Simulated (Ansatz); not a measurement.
Consider ZnO in the wurtzite structure (space group P6_3mc, No. 186; a = 3.279 Å, c = 5.294 Å).

The values are results of Kohn–Sham DFT with the PBE functional, run in Ansatz (a first-principles code) with PAW and 420 eV plane waves, no spin-orbit coupling, not measurements.

Before the change:

Band gap: 0.74 eV
Electron mass: 0.14 mₑ (at Γ)
Valence-band top at Γ: 0.00, 0.00, -0.08 eV

Modification: the cell is scaled by 1.0300 in all directions; the atoms relax in the strained cell.

Problem. Estimate the effect on the band gap.

Solution. The band gap drops by 0.13 eV to 0.61 eV.

Problem. How does this affect the electron mass?

Solution. The electron mass becomes 0.11 mₑ (at Γ) (base: 0.14 mₑ (at Γ)).

Problem. Estimate the effect on the valence-band top at Γ.

Solution. The valence-band top at Γ (three highest levels, from the VBM) goes from 0.00, 0.00, -0.08 eV to 0.00, 0.00, -0.05 eV.

Masses are band curvatures over ±0.01 Å⁻¹ around the edge. Whether these cells are dynamically stable was not tested.
